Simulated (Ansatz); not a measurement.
# Hypothetical zinc blende KH, response to strain

The reference is KH in the zinc blende structure (space group F-43m, No. 216; a = 6.2095 Å; a hypothetical phase, not in the database extracts checked). Axes: x, y, z lie along the cube axes.

Strains are applied to the cell and any free atomic positions relax; under biaxial strain the out-of-plane vector relaxes too.

All numbers come from Ansatz (an electronic-structure program), PBE, PAW, cutoff 420 eV, no spin-orbit coupling.

Candidates:
(a) biaxial strain +2.93 %, plane normal [111], relaxed out of plane
(b) biaxial strain −2.23 %, plane normal [001], relaxed out of plane
(c) biaxial strain +1.05 %, plane normal [001], relaxed out of plane
(d) biaxial strain +0.34 %, plane normal [111], relaxed out of plane
(e) biaxial strain −1.16 %, plane normal [001], relaxed out of plane

### Question
Order them by out-of-plane strain, highest first.

### Answer
(b) biaxial strain −2.23 %, plane normal [001], relaxed out of plane (+3.40 %), (e) biaxial strain −1.16 %, plane normal [001], relaxed out of plane (+1.87 %), (d) biaxial strain +0.34 %, plane normal [111], relaxed out of plane (-0.17 %), (c) biaxial strain +1.05 %, plane normal [001], relaxed out of plane (-1.75 %), (a) biaxial strain +2.93 %, plane normal [111], relaxed out of plane (-1.99 %)

Whether these cells are dynamically stable was not tested.
